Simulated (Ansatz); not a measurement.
O on the C site (O_C) in metastable 2H silicon carbide (start: the C site; 96-site cell, 2×2×2 shifted sampling). These are PBE, PAW (plane waves to 420 eV; Ansatz, a quantum-chemistry and plane-wave program) values and carry that method's errors. Total energies of the localised charge states, counted from that of charge +2, and their image corrections (point charge with alignment); the host's valence-band maximum lies at 9.434 eV on the cells' energy zero and its gap is 2.31 eV.

```tsv
charge	moment (μB)	E − E(first) (eV)	correction (eV)
+2	not spin-polarised	0.000	0.696
+1	1.0	11.411	0.181
0	not spin-polarised	22.727	0.000
```

### Question
Derive the transition levels above the valence-band maximum and say which of them are thermodynamic.

### Answer
A level is the Fermi energy at which two charges have equal formation energy: ε(q/q′) = [E(q′) + corr(q′) − E(q) − corr(q)] / (q − q′) − E_VBM.
ε(+2/+1) = [(11.411 + 0.181) − (0.000 + 0.696)] / 1 − 9.434 = 1.46 eV
ε(+1/0) = [(22.727 + 0.000) − (11.411 + 0.181)] / 1 − 9.434 = 1.70 eV
Thermodynamic levels at least 0.1 eV inside the gap: (+2/+1) at 1.46 eV; (+1/0) at 1.70 eV. They hold to tenths of an eV in this cell. Only the charges listed were compared. At charge −1 the carrier sat in host band states, shallow at most. Flagged in the runs: a host whose relaxation on this sampling wasn't shown to rest, a strain field that reaches the edge of the cell.
